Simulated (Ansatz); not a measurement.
The starting structures come from a database of crystals and need not be the phases stable at ambient conditions.

 Where the default PAW files enter, the runs use the earlier of Ansatz's two default sets.

Tunnelling through a barrier is set by its complex band structure: the current falls as exp(−2κd) with the smallest κ.

```
In2O3
1.0
    5.62653     0.00000     0.00000
    2.81327     5.22009     0.00000
    2.81327     1.51616     4.63084
In O
4 6
Direct
  0.64288   0.07136   0.64288
  0.35712   0.92864   0.35712
  0.85712   0.42864   0.85712
  0.14288   0.57136   0.14288
  0.45351   0.75000   0.04649
  0.54649   0.25000   0.95350
  0.75000   0.75000   0.45350
  0.25000   0.25000   0.54649
  0.04650   0.75000   0.75000
  0.95351   0.25000   0.25000
```

Space group of this cell: R-3c, corundum. The cell is strained (all lengths scaled by 1.02); by r2SCAN its mean pressure is -10.0 GPa.

Transport runs along the normal of the first two printed cell vectors, the (101) plane of the conventional cell.

The gap is the functional's own, uncorrected, and κ follows it; spin-orbit coupling is left out. Mid-gap values are interpolated between the computed energies.

Task: Compute, with r2SCAN (Ansatz, a program for electronic structure), the band gap and the smallest decay constant κ at mid-gap.

Result: Gap 1.35 eV on a 8×8×8 mesh; κ = 0.138 1/Å, at the zone centre.
